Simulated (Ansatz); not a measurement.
**Fermi-surface data of AuSn (P6_3/mmc)**

Input:

```xyz
4
Lattice="4.3292 0.0000 0.0000 -2.1646 3.7492 0.0000 0.0000 0.0000 5.5516" Properties=species:S:1:pos:R:3 pbc="T T T"
Sn     2.1646     1.2497     4.1637
Sn     0.0000     2.4995     1.3879
Au     0.0000     0.0000     2.7758
Au     0.0000     0.0000     0.0000
```

Level of theory: r2SCAN, rigid bands (plane waves, PAW, scalar-relativistic; Ansatz, a program for electronic structure). Condition of this run: functional r2SCAN on the same cell. How the cell was made: cell and atoms relaxed with PBEsol.

```
Quantity                                                              Result
------------------------------------  --------------------------------------
density of states at the Fermi level       1.28 states/(eV·cell), both spins
bare Sommerfeld coefficient                        0.75 mJ/(mol of atoms·K²)
Drude plasma energy                             7.7 (x), 7.7 (y), 7.1 (z) eV
root-mean-square Fermi velocity                                    1.2e6 m/s
resistivity times τ                   8.2 (x), 8.2 (y), 9.8 (z) ×10⁻²² Ω·m·s
```

A metal at this level (no band gap); rigid bands, thermally averaged at 300 K, both spins. Spin-orbit coupling is left out, which matters with elements this heavy. τ is one relaxation time for all states.

Formula and space group known from diffraction (Crystallography Open Database), not checked to be the room-temperature form: AuSn (P6_3/mmc).
